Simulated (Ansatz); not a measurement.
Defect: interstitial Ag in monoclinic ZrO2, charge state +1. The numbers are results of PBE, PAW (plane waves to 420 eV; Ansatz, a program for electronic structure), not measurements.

Cell of 96 host sites held at the relaxed PBE lattice; the Γ point alone; Fermi-Dirac width 0.01 eV, spin-restricted; finite-size errors left in. Static, classical nuclei. The charge state is imposed; whether it is stable for some Fermi level was not computed. Sites that were not tried may lie lower.

Barriers: single points on a 2×2×2 k-point mesh shifted by half a step at the bands' geometries.

The step: a direct jump of one Ag atom; the atom moves 1.57 Å along (0.24, -0.11, 0.19) of the unit cell; the moving atom starts with neighbours 2 O at 2.15, O at 2.23, O at 2.43, O at 2.48, O at 2.64; Zr at 2.63, Zr at 2.70 Å and ends with 2 O at 2.15, O at 2.23, O at 2.43, O at 2.48, O at 2.64; Zr at 2.63, Zr at 2.70 Å.

**Question.** What migration barrier of this step does PBE, PAW give?

**Answer.** 0.29 eV, the same both ways. At the saddle the moving atom has neighbours 2 O at 2.21, 2 O at 2.23, 2 O at 2.71; 2 Zr at 2.60 Å. The program found a first-order saddle point.
